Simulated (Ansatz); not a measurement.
The starting structures come from a database of crystals and need not be the phases stable at ambient conditions.

By PBEsol, the system below comes out a metal.

A figure of merit of an interconnect metal is its ballistic conductance per area.

```yaml
crystal:
  lattice:
    - [6.80811, 0.00000, 0.00000]
    - [0.00000, 6.90393, 0.00000]
    - [3.40406, 0.00000, 5.54006]
  atoms:
    - { symbol: Bi, position: [0.29600, 0.50000, 0.40800] }
    - { symbol: Bi, position: [0.70400, 0.50000, 0.59200] }
    - { symbol: Bi, position: [0.20400, 0.00000, 0.59200] }
    - { symbol: Bi, position: [0.79600, 0.00000, 0.40800] }
    - { symbol: Bi, position: [0.33311, 0.83303, 0.00000] }
    - { symbol: Bi, position: [0.66689, 0.16697, 0.00000] }
    - { symbol: Bi, position: [0.16689, 0.33303, 0.00000] }
    - { symbol: Bi, position: [0.83311, 0.66697, 0.00000] }
```

Space group of this cell: Cmce. The cell is taken as given; by PBEsol its mean pressure is -2.6 GPa.

The current flows along the normal of the first two printed cell vectors. No spin-orbit coupling; the value is a mean over 0.1 eV about the Fermi level.

Task: Estimate the ballistic conductance per area that PBEsol run with Ansatz (a first-principles code) returns for this system.

Result: 0.46 × 10¹⁵ S/m² for both spins.
